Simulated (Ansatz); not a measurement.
## What isotropic strain −2.00 % does to Si

Consider Si in the diamond structure (space group Fd-3m, No. 227; a = 5.4338 Å).

The change: an isotropic linear strain of −2.00 %; the atoms relax in the strained cell.

Computed with PBEsol (Ansatz, a first-principles code; PAW; 420 eV plane waves; no spin-orbit coupling). k-mesh 11×11×11 (Γ-centred); smearing 0.05 eV (Fermi–Dirac).

The volume per atom shrinks by 1.179 Å³ (20.05 Å³ → 18.88 Å³) and the space group is still Fd-3m (No. 227). The energy grows by 22 meV/atom and the pressure increases by 64.54 kbar to 64.5 kbar. The band gap drops by 0.12 eV to 0.35 eV and the gap character remains indirect, Γ → Γ–X (87 % along). The smallest direct gap increases by 0.02 eV to 2.54 eV and the mean gap deformation potential ΔEg/Δln V comes out as +1.9 eV. The electron mass goes from 0.93 mₑ along k, 0.19 mₑ across (off the special points) to 0.93 mₑ along k, 0.18 mₑ across (off the special points) and the valley order (the lowest conduction-band minima on the path, energy above the VBM, named in the base's zone) changes from a point along ⟨100⟩, about 1.0 Å⁻¹ from Γ 0.47 eV; L along ⟨111⟩ 1.46 eV to a point along ⟨100⟩, about 1.0 Å⁻¹ from Γ 0.35 eV; L along ⟨111⟩ 1.67 eV.

Final structure:

```
Si
1.0
    0.00000     2.66254     2.66254
    2.66254     0.00000     2.66254
    2.66254     2.66254     0.00000
Si
2
Cartesian
  0.00000   0.00000   0.00000
  1.33127   1.33127   1.33127
```

Masses are band curvatures over ±0.01 Å⁻¹ around the edge. Along k means along the line from Γ to the band edge. Semilocal Kohn–Sham gaps tend to fall short of experiment. Whether these cells are dynamically stable was not tested.
